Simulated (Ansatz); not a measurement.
The starting structures come from a database of crystals and need not be the phases stable at ambient conditions.

 Where the default PAW files enter, the runs use the earlier of Ansatz's two default sets.

Tunnelling through a barrier is set by its complex band structure: the current falls as exp(−2κd) with the smallest κ.

Consider the following.

```
K2PdF6
1.0
    4.60172     0.00000     0.00000
    0.00000     5.69203     0.00000
    0.00000    -2.84601     4.92944
K Pd F
2 1 6
Direct
  0.28308   0.66667   0.33333
  0.71692   0.33333   0.66667
  0.00000   0.00000   0.00000
  0.22729   0.16358   0.83642
  0.77271   0.83642   0.16358
  0.22729   0.67284   0.83642
  0.77271   0.32716   0.16358
  0.22729   0.16358   0.32716
  0.77271   0.83642   0.67284
```

Space group of this cell: P-3m1. The cell is taken as given.

Transport runs along the normal of the first two printed cell vectors, the (100) plane of the conventional cell.

The gap is the functional's own. No spin-orbit coupling. Mid-gap values are interpolated on the energy grid.

Question: Predict the band gap and the smallest decay constant κ at mid-gap from r2SCAN in Ansatz (a first-principles code).

Answer: Gap 2.58 eV on a 8×6×6 mesh; κ = 0.562 1/Å, at (0.375, 0.500) of the in-plane reciprocal vectors. At the zone centre, at the nearest computed energy, the slowest state has κ = 0.57 1/Å.
